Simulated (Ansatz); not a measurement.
The starting structures come from a database of crystals and need not be the phases stable at ambient conditions.

Inside the gap of an insulator the Bloch states are evanescent, with a wavenumber k + iκ along the transport direction.

Consider the following.

```
CELL_PARAMETERS angstrom
      3.94449     0.00000     0.00000
      0.00000     7.53069     0.00000
      0.00000     3.76534     3.76534
ATOMIC_POSITIONS crystal
  W  0.06518 0.50000 0.50000
  W  0.93482 0.00000 0.50000
  O  0.51082 0.50000 0.50000
  O  0.48918 0.00000 0.50000
  O  0.00000 0.75000 0.50000
  O  0.00000 0.75000 0.00000
  O  0.00000 0.25000 0.50000
  O  0.00000 0.25000 0.00000
```

Space group of this cell: P4/nmm. The cell is taken as given; by PBEsol its mean pressure is -1.6 GPa.

Transport runs along the normal of the first two printed cell vectors, the (110) plane of the conventional cell.

The gap is the functional's own, uncorrected, and κ follows it; spin-orbit coupling is left out. Mid-gap values are interpolated between the computed energies.

### Question
Predict the band gap and the smallest decay constant κ at mid-gap from PBEsol in Ansatz (a first-principles code).

### Answer
Gap 0.56 eV on a 8×8×8 mesh; κ = 0.100 1/Å, at the zone centre.
